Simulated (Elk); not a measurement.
## Worked example: self-consistent single point of Mg₂Sn (Fm-3m, 3 atoms in the cell) in Elk

Computed with PBE, all-electron FP-LAPW, Elk's shipped species files, LAPW+lo basis run with Elk.

Input as run:

```
tasks
  0

xctype
  20

rgkmax
  7.5

gmaxvr
  14.0

nxoapwlo
  1

stype
  0

swidth
  0.00999582

maxscl
  100

scale
  8.896077689

avec
    0.0000000000    0.7071067812    0.7071067812
    0.7071067812    0.0000000000    0.7071067812
    0.7071067812    0.7071067812    0.0000000000

atoms
  2
  'Mg.in'
  2
  0.2500000000  0.2500000000  0.2500000000    0.0 0.0 0.0
  0.7500000000  0.7500000000  0.7500000000    0.0 0.0 0.0
  'Sn.in'
  1
  0.0000000000  0.0000000000  0.0000000000    0.0 0.0 0.0

ngridk
  6 6 6
```

Log, with long lists cut:

```
│ Elk code version 10.2.4 │

All units are atomic (Hartree, Bohr, etc.)

│ Ground-state run starting from atomic densities │

Lattice vectors :
   0.000000000       6.290476860       6.290476860
   6.290476860       0.000000000       6.290476860
   6.290476860       6.290476860       0.000000000

Unit cell volume      :    497.8295858
Brillouin zone volume :   0.4982633024

Muffin-tin inner radius fraction :   0.1000000000E-01

Nuclei treated as point charges

Species :    1 (Mg)
 parameters loaded from : Mg.in
 name : magnesium
 nuclear charge    :   -12.00000000
 electronic charge :    12.00000000
 atomic mass :    44305.30462
 muffin-tin radius :    2.200000000
 number of radial points in muffin-tin :    397
 atomic positions (lattice), magnetic fields (Cartesian) :
   1 :   0.25000000  0.25000000  0.25000000    0.00000000  0.00000000  0.00000000
   2 :  -0.25000000 -0.25000000 -0.25000000    0.00000000  0.00000000  0.00000000

Species :    2 (Sn)
 parameters loaded from : Sn.in
 name : tin
 nuclear charge    :   -50.00000000
 electronic charge :    50.00000000
 atomic mass :    216395.0920
 muffin-tin radius :    2.600000000
 number of radial points in muffin-tin :    597
 atomic positions (lattice), magnetic fields (Cartesian) :
   1 :   0.00000000  0.00000000  0.00000000    0.00000000  0.00000000  0.00000000

Total number of atoms per unit cell :    3

Spin treatment :
 spin-unpolarised

Number of Bravais lattice symmetries :   48
Number of crystal symmetries         :   48
Crystal has inversion symmetry
Real symmetric eigensolver will be used

k-point grid :      6     6     6
k-point offset :    0.000000000       0.000000000       0.000000000
k-point set is reduced with full crystal symmetry group
Total number of k-points :       16

Muffin-tin radius times maximum |G+k| :    7.500000000
 using average radius
Maximum |G+k| for APW functions       :    3.214285714
Maximum (1/2)|G+k|²                   :    5.165816327
Maximum |G| for potential and density :    14.00000000
 potential will be trimmed for |G| > 2 gkmax
Constant for pseudocharge density :    9
Radial integration step length :    4

G-vector grid sizes :     40    40    40
Number of G-vectors :    23049

Maximum angular momentum used for
 APW functions                      :    8
 outer part of muffin-tin           :    6
 inner part of muffin-tin           :    1

Total nuclear charge    :   -74.00000000
Total core charge       :    34.00000000
Total valence charge    :    40.00000000
Total excess charge     :    0.000000000
Total electronic charge :    74.00000000

Effective Wigner radius, rₛ :    1.171080613

Number of empty states         :   12
Total number of valence states :   32
Total number of core states    :   34

Total number of local-orbitals :   33

Exchange-correlation functional :     20     0     0
 Perdew-Burke-Ernzerhof, Phys. Rev. Lett. 77, 3865 (1996)
 gradient requirement :    1
 generalised gradient approximation (GGA)

Smearing type :    0
 Gaussian
Smearing width :   0.9995820000E-02
Effective electronic temperature (K) :    3156.430308

Mixing type :    3
 Broyden mixing, J. Phys. A: Math. Gen. 17, L317 (1984)

Kohn-Sham potential initialised from atomic data

│ Self-consistent loop started │
│ Loop number : 1 │
 total energy                :     -6585.07058682
│ Loop number : 2 │
 total energy                :     -6585.00227903
RMS change in Kohn-Sham potential (target) :   0.6942023851     (  0.1000000000E-05)
Absolute change in total energy (target)   :   0.6830779562E-01 (  0.1000000000E-03)
│ Loop number : 3 │
 total energy                :     -6582.82444197
RMS change in Kohn-Sham potential (target) :   0.3724644396     (  0.1000000000E-05)
Absolute change in total energy (target)   :    2.194914002     (  0.1000000000E-03)
│ Loop number : 4 │
 total energy                :     -6581.02879968
RMS change in Kohn-Sham potential (target) :   0.1320240511     (  0.1000000000E-05)
Absolute change in total energy (target)   :    2.344370788     (  0.1000000000E-03)
│ Loop number : 5 │
 total energy                :     -6580.25725073
RMS change in Kohn-Sham potential (target) :   0.3588539918E-01 (  0.1000000000E-05)
Absolute change in total energy (target)   :    1.357641655     (  0.1000000000E-03)
│ Loop number : 6 │
 total energy                :     -6580.00555200
RMS change in Kohn-Sham potential (target) :   0.7878455177E-02 (  0.1000000000E-05)
Absolute change in total energy (target)   :   0.5911091453     (  0.1000000000E-03)
│ Loop number : 7 │
 total energy                :     -6579.92731528
RMS change in Kohn-Sham potential (target) :   0.1075579833E-02 (  0.1000000000E-05)
Absolute change in total energy (target)   :   0.2260140018     (  0.1000000000E-03)
│ Loop number : 8 │
 total energy                :     -6579.92001511
RMS change in Kohn-Sham potential (target) :   0.3230827588E-03 (  0.1000000000E-05)
Absolute change in total energy (target)   :   0.6380366892E-01 (  0.1000000000E-03)
│ Loop number : 9 │
 total energy                :     -6579.91893976
RMS change in Kohn-Sham potential (target) :   0.1898030765E-04 (  0.1000000000E-05)
Absolute change in total energy (target)   :   0.1702626923E-01 (  0.1000000000E-03)
│ Loop number : 10 │
 total energy                :     -6579.91922251
RMS change in Kohn-Sham potential (target) :   0.1627210500E-04 (  0.1000000000E-05)
Absolute change in total energy (target)   :   0.3973817345E-02 (  0.1000000000E-03)
│ Loop number : 11 │
 total energy                :     -6579.91896985
RMS change in Kohn-Sham potential (target) :   0.1031001075E-04 (  0.1000000000E-05)
Absolute change in total energy (target)   :   0.1246116803E-02 (  0.1000000000E-03)
│ Loop number : 12 │
 total energy                :     -6579.91848113
RMS change in Kohn-Sham potential (target) :   0.5792632218E-06 (  0.1000000000E-05)
Absolute change in total energy (target)   :   0.8002473996E-03 (  0.1000000000E-03)
│ Loop number : 13 │
 total energy                :     -6579.91845636
RMS change in Kohn-Sham potential (target) :   0.2498576540E-06 (  0.1000000000E-05)
Absolute change in total energy (target)   :   0.2248302553E-03 (  0.1000000000E-03)
│ Loop number : 14 │
 total energy                :     -6579.91844430
RMS change in Kohn-Sham potential (target) :   0.1186631595E-06 (  0.1000000000E-05)
Absolute change in total energy (target)   :   0.6826603476E-04 (  0.1000000000E-03)
Convergence targets achieved

│ Loop number : 15 │

Energies :
 Fermi                       :     0.168557939622
 sum of eigenvalues          :     -3944.96956458
 electron kinetic            :      6905.82234003
 core electron kinetic       :      6538.22893351
 Coulomb                     :     -13287.2911153
 Coulomb potential           :     -10592.4260497
 nuclear-nuclear             :     -520.222652786
 electron-nuclear            :     -14941.7108753
 Hartree                     :      2174.64241278
 Madelung                    :     -7991.07809044
 xc potential                :     -258.365854859
 exchange                    :     -194.889792696
 correlation                 :     -3.55987412919
 total energy                :     -6579.91844211

Density of states at Fermi energy :    14.72173742
 (states/Hartree/unit cell)

Estimated indirect band gap :   0.8698816414E-02
 from k-point     13 to k-point      1
Estimated direct band gap   :   0.1271262573E-01
 at k-point     13

Charges :
 core                        :    34.00000000
 valence                     :    40.00000000
 interstitial                :    4.665696243
 muffin-tins (core leakage)
  species :    1 (Mg)
   atom    1                 :    10.48205181     ( -0.8881784197E-15)
   atom    2                 :    10.48205181     ( -0.8881784197E-15)
  species :    2 (Sn)
   atom    1                 :    48.37020013     (  0.6782857933E-04)
 total in muffin-tins        :    69.33430376
 total calculated charge     :    73.98470934
 total charge                :    74.00000000
 error                       :   0.1529065962E-01

│ Self-consistent loop stopped │
```

The run converged in 15 iterations. The count includes the last loop, which Elk runs after its targets are met.

The starting cell comes from a database of computed structures (which also holds hypothetical and non-ambient phases and stackings), without a prior relaxation at this level. Its lattice was rescaled by a random factor within 2.5 % of one. Values depend on the basis (sphere radii, cutoffs, local orbitals), which need not be converged. The log's line on a gap gives a spacing of levels on this mesh, which the program prints for metals too.
